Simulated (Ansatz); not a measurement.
GaSb (I-4m2), r2SCAN with spin-orbit coupling, rigid bands in Ansatz (a program for electronic structure): Condition of this run: biaxial stress in (001) of 2.7 GPa (compression positive) (the target of the relaxation). band gap 0.38 eV, N_c = 9.45e18 cm⁻³ and N_v = 9.67e17 cm⁻³ at 300 K, conductivity masses along y (a = (0.00, 2.97, 3.13) Å; b = (2.97, 0.00, 3.13) Å; c = (2.97, 2.97, 0.00) Å) of 0.148 mₑ (electrons) and 0.104 mₑ (holes). Take k_BT = 0.02585 eV.

Question: Find the intrinsic carrier density and the intrinsic Fermi level.

Answer: n_i = √(N_c N_v) exp(−E_g/2k_BT) = 3.02e18 × exp(−7.35) = 1.9e15 cm⁻³. The level lies (k_BT/2) ln(N_v/N_c) = -29 meV from mid-gap (positive towards the conduction band). Each 0.1 eV added to the gap lowers n_i by a factor of 6.9.

Question: What thermal injection velocity √(2k_BT/πm) limits a ballistic channel along the direction named?

Answer: 1.40e7 cm/s for electrons and 1.67e7 cm/s for holes, a ratio of √(m_h/m_e) = 0.838, for dilute carriers.

Question: What built-in voltage has an abrupt junction with N_A = 1e16 and N_D = 1e18 cm⁻³, all dopants ionised?

Answer: V_bi = E_g/e − (k_BT/e) ln(N_c N_v/(N_A N_D)) = 0.38 − 0.02585 × 6.82 = 0.20 V. It follows the computed gap one for one.

Rigid, parabolic bands with the computed gap; masses take one relaxation time for all states. Geometry: cell and atoms relaxed with PBEsol.
